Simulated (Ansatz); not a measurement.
Structures of equal composition on the (111)B surface of 3C silicon carbide (C plane on top): (√3x√3)R30° Sb adatom at H3; (√3x√3)R30° Sb adatom at T4. The slabs share one bottom face, and each structure is named by its start. These are constructed structures in small cells; real faces may alloy, dewet or reconstruct in larger ones, and not all known structures of the face are among them. Slabs of about 11 Å with all that they carry, Fermi-Dirac smearing of 0.025 eV. Bottom of the slabs: H caps. Relaxed from the named starts with such symmetry as they have, on meshes of like density; energies extrapolated to zero smearing; no spin-orbit coupling, no U. Spin-polarised runs, if any, are marked in brackets, and their order is one that fits the cell; the others ran without spin. Where a second, spin-polarised start was run, the lower counts.

Host crystal: 3C silicon carbide, with a band gap (PBE, scalar-relativistic without spin-orbit coupling).

All values below come from PBE (plane waves to 420 eV, PAW; Ansatz, a quantum-chemistry and plane-wave program).

**Question.** Put the candidates in order of energy per 1x1 cell, lowest first, for PBE.

**Answer.** (√3x√3)R30° Sb adatom at T4 (0.000 eV, gap 1.89 eV on the mesh), (√3x√3)R30° Sb adatom at H3 (0.080 eV, gap 1.62 eV on the mesh)
